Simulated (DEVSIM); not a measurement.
Structure: abrupt Si n-p junction, at 300 K.

Layer 1 from the left is Si, thickness (μm) 0.240, Nd (cm⁻³) 9.2e16, τn (s) 0.00027, τp (s) 0.00027. Layer 2 from the left is Si, thickness (μm) 3.10, Na (cm⁻³) 1e15, τn (s) 0.00027, τp (s) 0.00027.

Left contact: ohmic. Right contact: ohmic. Voltage is applied to the left contact. Recombination: SRH at mid-gap, radiative. Mobility is constant in doping.

Constants are typed, rounded textbook-type inputs, not results; the design itself was drawn at random and stands for no fabricated device. Values at 300 K.

Si: gap (eV) 1.124, affinity (eV) 4.05, permittivity 11.7, Nc (cm⁻³) 2.86e19, Nv (cm⁻³) 3.1e19, μn (cm²/Vs) 1417, μp (cm²/Vs) 470, B (cm³/s) 4.7e-15.

Question: Estimate by hand the built-in potential, the peak field at zero bias, the capacitance at 6 V, and compare with a numerical solution.

Answer: 
- Built-in potential: ni = √(Nc Nv) exp(−Eg/2kT) = 1.08e10 cm⁻³ with Eg = 1.124 eV; Vbi = kT/q ln(Na Nd/ni²) = 0.708 V; numerical 0.708 V.
- Peak field at zero bias: depletion approximation: W = √(2εVbi/(qN)) = 0.962 μm with N = 9.89e14 cm⁻³; field = 2Vbi/W = 14700 V/cm; numerical 20200 V/cm (estimate below by 27 %).
- Capacitance at 6 V: C = √(qεN / 2(Vbi + |V|)) = 3.50 nF/cm²; numerical 3.52 nF/cm² (estimate below by 0.71 %).

Simulated with DEVSIM: 1D drift-diffusion, Boltzmann statistics, complete ionisation; no tunnelling, impact ionisation, image-force lowering or self-heating.
